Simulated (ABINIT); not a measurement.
## Short convergence ladders for CaAlSiH (P3m1, 4 atoms in the cell)

```
CaAlSiH
1.0
    4.13085     0.00000     0.00000
   -2.06542     3.57742     0.00000
    0.00000     0.00000     4.68414
Ca Al Si H
1 1 1 1
Cartesian
  0.00000   0.00000   4.73376
  2.06543   1.19247   2.14116
  0.00000   2.38495   2.65071
  2.06543   1.19247   0.39244
```

Base method: PBEsol, norm-conserving pseudopotentials (PseudoDojo nc-sr-04 PBEsol standard) (plane waves; ABINIT 10.0.3).

Base settings: pseudos = [Ca.upf, Al.upf, Si.upf, H.upf]; ecut = 980 eV; occopt = 3; tsmear = 0.00036749 Ha; ngkpt = 4 4 3; nshiftk = 1; shiftk = 0 0 0; potentials = PseudoDojo nc-sr-04 PBEsol standard; nband = 14; kptopt = 1.

The count of work is k-points × plane waves × bands × iterations; it is no time. 

**The k-point mesh**

The second cell is the first with its lattice scaled by 0.98.

Only quantities that move along the ladder and can be compared are tabulated.

| ngkpt | free energy less the last step's (meV/atom) | energy of the compressed cell less the first (meV/atom) | pressure (GPa) | largest difference of a force vector from the last step's (eV/Å) | count of work / last |
|---|---|---|---|---|---|
| 2 2 1 | 580.54 | 14.46 | 0.26 | 0.852 | 0.0081 |
| 3 3 2 | 78.55 | 6.30 | -1.09 | 0.106 | 0.045 |
| 4 4 3 | 18.56 | 4.95 | -1.27 | 0.052 | 0.068 |
| 4 4 4 | 20.14 | 4.84 | -1.29 | 0.057 | 0.090 |
| 6 6 5 | 2.35 | 4.67 | -1.31 | 0.012 | 0.20 |
| 7 7 6 | 0.93 | 4.69 | -1.30 | 0.006 | 0.28 |
| 9 9 7 | 0.14 | 4.71 | -1.30 | 0.001 | 0.48 |
| 10 10 8 | 0.05 | 4.72 | -1.30 | 0.001 | 0.66 |
| 12 12 9 | 0.00 | 4.72 | -1.30 | 0.000 | 1.0 |

Coarsest ngkpt that holds the pressure within 0.5 GPa of the last step, with all finer ones: 3 3 2, at 0.045 of the last step's count of work; the step before is off by 1.6 GPa.

Coarsest ngkpt that holds the energy of the compressed cell less the first within 0.5 meV/atom of the last step, with all finer ones: 4 4 3, at 0.068 of the last step's count of work; the step before is off by 1.6 meV/atom.

Coarsest ngkpt that holds the forces within 0.01 eV/Å of the last step, with all finer ones: 7 7 6, at 0.28 of the last step's count of work; the step before is off by 0.012 eV/Å.

The energy difference between the two cells stays within 1 meV/atom of the last step's from 4 4 3 on, the total only from 7 7 6 on: much of the error is common to both cells and cancels.

**Shifted k-point meshes**

In this ladder: shiftk = 0.5 0.5 0.5.

Only quantities that move along the ladder and can be compared are tabulated.

| ngkpt | free energy less the last step's (meV/atom) | pressure (GPa) | largest difference of a force vector from the last step's (eV/Å) | count of work / last |
|---|---|---|---|---|
| 2 2 1 | -360.13 | -3.24 | 0.193 | 0.0075 |
| 3 3 2 | -22.83 | -1.40 | 0.069 | 0.023 |
| 4 4 3 | -3.70 | -1.31 | 0.021 | 0.060 |
| 5 5 4 | -1.43 | -1.30 | 0.007 | 0.11 |
| 7 7 5 | -0.15 | -1.30 | 0.001 | 0.27 |
| 8 8 6 | -0.09 | -1.30 | 0.001 | 0.41 |
| 9 9 7 | -0.04 | -1.30 | 0.000 | 0.61 |
| 11 11 8 | 0.00 | -1.30 | 0.000 | 1.0 |

Coarsest ngkpt that holds the pressure within 0.5 GPa of the last step, with all finer ones: 3 3 2, at 0.023 of the last step's count of work; the step before is off by 1.9 GPa.

Coarsest ngkpt that holds the free energy within 1 meV/atom of the last step, with all finer ones: 7 7 5, at 0.27 of the last step's count of work; the step before is off by 1.4 meV/atom.

Coarsest ngkpt that holds the forces within 0.01 eV/Å of the last step, with all finer ones: 5 5 4, at 0.11 of the last step's count of work; the step before is off by 0.021 eV/Å.

**The width of Fermi-Dirac smearing**

The mesh stays at the base's, so the ladder's end is converged at best in this setting alone.

Only quantities that move along the ladder and can be compared are tabulated.

```tsv
tsmear	free energy less the last step's (meV/atom)	pressure (GPa)	largest difference of a force vector from the last step's (eV/Å)
0.0183747 Ha	-66.00	-0.48	0.093
0.00734986 Ha	-2.88	-1.23	0.026
0.00367493 Ha	-0.11	-1.27	0.003
0.00073499 Ha	0.00	-1.27	0.000
```

Widest tsmear that holds the forces within 0.02 eV/Å of the last step, with all finer ones: 0.00367493 Ha; the step before is off by 0.026 eV/Å.

Widest tsmear that holds the free energy within 1 meV/atom of the last step, with all finer ones: 0.00367493 Ha; the step before is off by 2.9 meV/atom.

Widest tsmear that holds the pressure within 0.05 GPa of the last step, with all finer ones: 0.00734986 Ha; the step before is off by 0.79 GPa.

On the base run: the starting cell comes from a database of computed structures (which also holds hypothetical and non-ambient phases and stackings), without a prior relaxation at this level. Its lattice was rescaled by up to half a per cent. One atom was moved a little off its site on purpose.

Left out of this page: 1 run of the series failed or unconverged.
